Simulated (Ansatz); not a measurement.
Ansatz (a first-principles code) run on InSb (R3m, 2 atoms in the cell): relaxation of the atoms.

Computed with LDA (PW92), PAW files made with PBE (plane waves; Ansatz).

The change in words: one atom moved by 0.15 angstrom; relax: default → atoms; relax.f_tol: default → 0.03 eV/Å. Reference geometry:
```yaml
crystal:
  lattice:
    - [0.00000, 3.23028, 3.23028]
    - [3.23028, 0.00000, 3.23028]
    - [3.23028, 3.23028, 0.00000]
  atoms:
    - { symbol: In, position: [0.00000, 0.00000, 0.00000] }
    - { symbol: Sb, position: [0.25000, 0.25000, 0.25000] }
```

Reference input (self-consistent single point, DFT, LDA (PW92), plane waves, PAW files made with PBE): basis.ecutwfc = 420 eV; kpoints.mp_grid.grid = 7 7 7; hamiltonian.xc = lda; hamiltonian.pseudopotentials = {kind: paw} (the program's default PAW files); scf.occupations.method = fermi_dirac; scf.occupations.width = 0.01 eV. This run's input differs from it in these lines:

```diff
@@ -6,3 +6,3 @@
   atoms:
-    - { symbol: In, position_ang: [0.000000, 0.000000, 0.000000] }
+    - { symbol: In, position_ang: [0.086604, 0.086604, 0.086604] }
     - { symbol: Sb, position_ang: [1.615140, 1.615140, 1.615140] }
@@ -22,2 +22,4 @@
     width: 0.01
+relax:
+  f_tol: 0.03
 output:
```

Output (repeated stretches shortened):

```
   [... SCF lines of the steps left out ...]
relax step   1: F+E_penalty+E_count = -11793.17345678 eV  Δ(F+E_penalty+E_count) = +0.000e0 eV  max|allowed force component| = 7.439e-1 eV/Å  Δτ_max = 0.0000 Å  (6 SCF iters, dr2 threshold 2.25e-5 eV, accepted)
relax step   2: F+E_penalty+E_count = -11793.19789861 eV  Δ(F+E_penalty+E_count) = -2.444e-2 eV  max|allowed force component| = 4.658e-1 eV/Å  Δτ_max = 0.1501 Å  (5 SCF iters, dr2 threshold 3.46e-5 eV, accepted)
relax step   3: F+E_penalty+E_count = -11793.26274894 eV  Δ(F+E_penalty+E_count) = -6.485e-2 eV  max|allowed force component| = 4.099e-3 eV/Å  Δτ_max = 0.0745 Å  (5 SCF iters, dr2 threshold 1.36e-5 eV, accepted)
relax step   4: F+E_penalty+E_count = -11793.26274920 eV  Δ(F+E_penalty+E_count) = -2.630e-7 eV  max|allowed force component| = 4.121e-3 eV/Å  Δτ_max = 0.0000 Å  (3 SCF iters, accepted)
the relaxation is at rest under the 6 symmetry operations that the run kept from its start: a minimum is not shown …
Stability not checked: this state was not tested for a lower state beside it, because too few of the mixer's solves of this state at the end of the SCF gave a …
Free energy (F): -11793.262749 eV
Internal energy: -11793.262639 eV  (E = F + TS)
E sigma→0 (E₀):  -11793.262694 eV
Entropy (-TS):   -0.000111 eV (-0.055 meV/atom)
Fermi energy:    7.308627 eV
--- Forces (eV/Å), atoms counted from 1 ---
  atom   1  In     0.00411924     0.00411924     0.00411924
   [... lines left out ...]
--- Relaxed structure (4 steps of the walk, 4 accepted, 0 SCFs on fresh bases) ---
  F+E_penalty+E_count = -11793.26274920 eV   max|allowed force component| = 4.121e-3 eV/Å
  atoms:
    - { symbol: In, position: [0.006646993030511975, 0.006646993030511965, 0.0066469930305119666] }
    - { symbol: Sb, position: [0.2567580368740164, 0.2567580368740164, 0.2567580368740164] }
```

The run converged. 

Summary of the result:
| Quantity | Value |
|---|---|
| Free energy E − TS (on the zero of these files) | -11793.2627 eV |
| Fermi level (on the code's own zero) | 7.31 eV |
| Pressure | -0.20 GPa |
| Largest force (vector length) | 0.007 eV/Å |
| Relaxation steps | 4 |

The starting cell has typed, rounded lattice constants, without a prior relaxation at this level. Its lattice was rescaled by up to half a per cent. For this run, on top of that: one atom moved by 0.15 angstrom. The relaxation keeps the symmetry of its start, so its end need not be a minimum. Ansatz's pressure includes its estimate of the finite-basis (Pulay) stress. The run gives no clean gap (levels at the Fermi energy touch, overlap or are partly filled at this smearing), which alone does not show that the compound is a metal.

Keys are those of Ansatz 0.2.
